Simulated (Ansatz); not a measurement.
H on the 1x1 (100) surface of fcc Cu, one in a 1x1 cell, energies for each (6.6 Å²). Energies are against ½ H2(g), without zero-point or thermal terms; each row is named by its start.

Calculation: PBE (plane waves to 420 eV, PAW; Ansatz, a quantum-chemistry and plane-wave program).

Set-up: 5 atoms, 5.3 Å thick at the start under the adsorbate (thin: gaps and levels are the slab's own); mesh 12x12x1; 0.1 eV smearing; dipole correction on; 2 atoms held, the rest relaxed; each run with such symmetry as its start has; no spin, no spin-orbit, no U, no dispersion correction.

A negative adsorption energy means that the adsorbate is more stable on the surface than in its reference. Heights count from the host atoms within 0.3 Å of the top one.

```tsv
starting site	E_ads (eV)	height (Å)	nearest host atom (Å)	bonded to	Δ work function (eV)	lateral drift (Å)
top Cu	0.66	1.51	Cu 1.51	Cu	1.26	0.0
hollow Cu-Cu-Cu-Cu over Cu at depth 1.8 Å	-0.08	0.45	Cu 1.87	4 Cu	-0.17	0.0
bridge Cu-Cu (span 2.6 Å)	0.03	1.00	Cu 1.63	2 Cu	0.93	0.0
```
